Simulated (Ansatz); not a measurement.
Ansatz (a first-principles code) run on GaCuGeSe4 (C2, 7 atoms in the cell): self-consistent single point.

Method of the run: LDA (PW92), default PAW files made with PBE (plane waves; Ansatz).

The change in words: lattice scaled by 0.98; basis.ecutwfc: 420 eV → 505 eV. Reference geometry:
```yaml
crystal:
  lattice:
    - [-2.76146, 2.76146, 5.42151]
    - [2.76146, -2.76146, 5.42151]
    - [2.76146, 2.76146, -5.42151]
  atoms:
    - { symbol: Ga, position: [0.50461, 0.50461, 0.00000] }
    - { symbol: Cu, position: [0.25000, 0.75000, 0.50000] }
    - { symbol: Ge, position: [0.75000, 0.25000, 0.50000] }
    - { symbol: Se, position: [0.11400, 0.11832, 0.47142] }
    - { symbol: Se, position: [0.88168, 0.35310, 0.99568] }
    - { symbol: Se, position: [0.64690, 0.64258, 0.52858] }
    - { symbol: Se, position: [0.35742, 0.88600, 0.00432] }
```

Reference input (self-consistent single point, DFT, LDA (PW92), plane waves, default PAW files made with PBE): basis.ecutwfc = 420 eV; kpoints.mp_grid.grid = 3 3 3; hamiltonian.xc = lda; hamiltonian.pseudopotentials = {kind: paw} (the program's default PAW files); scf.occupations.method = fixed. This run's input differs from it in these lines:

Ansatz 0.2 input:
```diff
@@ -3,5 +3,5 @@
   lattice:
-    - [-2.761460, 2.761460, 5.421506]
-    - [2.761460, -2.761460, 5.421506]
-    - [2.761460, 2.761460, -5.421506]
+    - [-2.706231, 2.706231, 5.313076]
+    - [2.706231, -2.706231, 5.313076]
+    - [2.706231, 2.706231, -5.313076]
   atoms:
@@ -15,3 +15,3 @@
 basis:
-  ecutwfc: 420.0
+  ecutwfc: 505.0
 kpoints:
```

Output (repeated stretches shortened):

```
SCF iter   1: F=—  HF=-36013.952115 eV  |F-HF|=—  |Δ(HF+E_count)|=         —  Δρ=9.10e-3  dr2=7.17e-2  ethr=1.77e-3  ⟨swp⟩=5.0  Hψ=1989  notcnv=0  defer=90
all-band conjugate gradients solve this SCF's bands
preconditioner: auto → Resta (q_TF=auto, 2.575 Å⁻¹)
SCF iter   2: F=—  HF=-36013.955669 eV  |F-HF|=—  |Δ(HF+E_count)|=   3.55e-3  Δρ=8.89e-3  dr2=8.57e-2  ethr=6.52e-5  ⟨swp⟩=2.0  Hψ=1331  notcnv=0  defer=89
   [... lines left out ...]
SCF iter   5: F=—  HF=-36013.936352 eV  |F-HF|=—  |Δ(HF+E_count)|=   9.28e-5  Δρ=1.36e-4  dr2=2.79e-5  ethr=3.15e-7  ⟨swp⟩=2.1  Hψ=874  notcnv=0  defer=48
SCF iter   6: F=—  HF=-36013.936328 eV  |F-HF|=—  |Δ(HF+E_count)|=   2.39e-5  Δρ=5.25e-5  dr2=5.06e-6  ethr=2.54e-8  ⟨swp⟩=2.1  Hψ=880  notcnv=0  defer=38
SCF iter   7: F=—  HF=-36013.936328 eV  |F-HF|=—  |Δ(HF+E_count)|=   9.04e-8  Δρ=2.43e-5  dr2=1.06e-6  ethr=4.60e-9  ⟨swp⟩=2.0  Hψ=928  notcnv=0  defer=38
SCF iter   8: F=-36013.936328 eV  HF=-36013.936328 eV  |F-HF|=1.92e-8  |Δ(HF+E_count)|=   3.97e-9  Δρ=6.20e-6  dr2=8.43e-8  ethr=9.09e-11  ⟨swp⟩=9.7  Hψ=3434  notcnv=0
SCF 1 converged in 8 iterations: F = -36013.936328 eV  dr2 = 8.43e-8
Free energy (F): -36013.936328 eV
Internal energy: -36013.936328 eV  (E = F + TS)
E sigma→0 (E₀):  -36013.936328 eV
Fermi energy:    8.223935 eV
--- Forces (eV/Å), atoms counted from 1 ---
  atom   1  Ga     0.00000000     0.00000000    -0.41393266
  atom   2  Cu     0.00000000     0.00000000     0.02496324
  atom   3  Ge     0.00000000     0.00000000     0.12619238
  atom   4  Se    -0.28645943     0.08128225     0.21088612
  atom   5  Se    -0.08272342     0.47106954    -0.07949810
  atom   6  Se     0.28645943    -0.08128225     0.21088612
  atom   7  Se     0.08272342    -0.47106954    -0.07949810
--- Stress (GPa, compression-positive) ---
        0.758828      -0.432641       0.000000
       -0.432641       0.686003       0.000000
        0.000000       0.000000       0.549636
  P = ⅓ Tr σ = 0.6648 GPa (6.648 kbar)
  The stress holds the Pulay correction. Without it, at fixed plane waves, as pw.x and ABINIT print it: P = 0.6521 GPa
```

The run converged in 8 iterations. Against the reference run the free energy falls by 13.4 meV/atom, the pressure goes from -3.28 to 0.66 GPa, the largest force goes from 0.357 to 0.485 eV/Å and the gap on the mesh goes from 0.659 to 0.899 eV.

The starting cell comes from a database of computed structures (which also holds hypothetical and non-ambient phases and stackings), without a prior relaxation at this level. Its lattice was rescaled by up to half a per cent. One atom was moved a little off its site on purpose. For this run, on top of that: lattice scaled by 0.98. Ansatz's pressure includes its estimate of the finite-basis (Pulay) stress.
